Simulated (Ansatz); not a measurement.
Band structure of BaMg3 (Pmm2, 4 atoms in the cell).

```yaml
crystal:
  lattice:
    - [3.63340, 0.00000, 0.00000]
    - [0.00000, 5.19982, 0.00000]
    - [0.00000, 0.00000, 6.71728]
  atoms:
    - { symbol: Ba, position: [0.00000, 0.00000, 0.15934] }
    - { symbol: Mg, position: [0.50000, 0.00000, 0.65900] }
    - { symbol: Mg, position: [0.50000, 0.50000, 0.40545] }
    - { symbol: Mg, position: [0.00000, 0.50000, 0.77620] }
```

Computed with LDA (PW92), PAW files made with PBE (plane waves; Ansatz, a first-principles code).

Settings: kpoints.mp_grid.grid = 7 5 4; hamiltonian.xc = lda; hamiltonian.pseudopotentials = {kind: paw} (the program's default PAW files); scf.occupations.method = gaussian; scf.occupations.width = 0.1 eV; kpoints.band_path.npoints = 8.

The starting cell comes from a database of computed structures (which also holds hypothetical and non-ambient phases and stackings), without a prior relaxation at this level. Its lattice was rescaled by a random factor within 2.5 % of one.

Levels in eV from the Fermi level, bands 17 to 23:
| point | 17 | 18 | 19 | 20 | 21 | 22 | 23 |
|---|---|---|---|---|---|---|---|
| Γ | -5.60 | -2.02 | -1.31 | -0.33 | -0.26 | 0.83 | 0.95 |
| X | -2.85 | -2.68 | -1.03 | 0.16 | 0.39 | 1.26 | 1.47 |
| S | -2.39 | -1.39 | -1.15 | -1.10 | -0.43 | 0.05 | 0.35 |
| Y | -4.34 | -3.90 | -1.78 | -0.17 | 0.00 | 0.55 | 2.61 |
| Z | -5.12 | -3.51 | -0.77 | -0.12 | 0.30 | 0.55 | 2.42 |
| U | -3.11 | -2.13 | -0.84 | -0.36 | 0.36 | 1.07 | 1.54 |
| R | -1.94 | -1.87 | -1.60 | -1.23 | -0.44 | 0.74 | 1.54 |
| T | -4.40 | -3.31 | -1.99 | -1.54 | 0.67 | 1.17 | 2.74 |

Bands cross the Fermi level along this path, so the cell is metallic at this level.

Keys are those of Ansatz 0.2.
